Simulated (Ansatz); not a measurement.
The reference is CaC6 (space group R-3m, No. 166; a = 4.326 Å, c = 13.294 Å (hexagonal axes); a hypothetical phase, not in the database extracts checked). Axes: x lies along a and z along c of the hexagonal cell.

Modification: the cell is compressed by 0.53 % along z with no lateral relaxation, atoms relaxed at fixed cell.

Levels (all Ansatz, an electronic-structure program, PAW): PBEsol (420 eV, no spin-orbit coupling); r2SCAN (500 eV, no spin-orbit coupling).

The geometry is relaxed with PBEsol.

| Quantity | Value |
|---|---|
| PBEsol pressure | 0.4 GPa |

### Question
What does r2SCAN give at this geometry for the pressure?

### Answer
The pressure rises by 0.9 GPa (0.4 GPa → 1.3 GPa).

Single points use the geometry relaxed with PBEsol. Their cutoffs differ, which shifts pressures a little. The cells carry an imposed strain or load. Whether these cells are dynamically stable was not tested. The final runs are not spin-polarised.
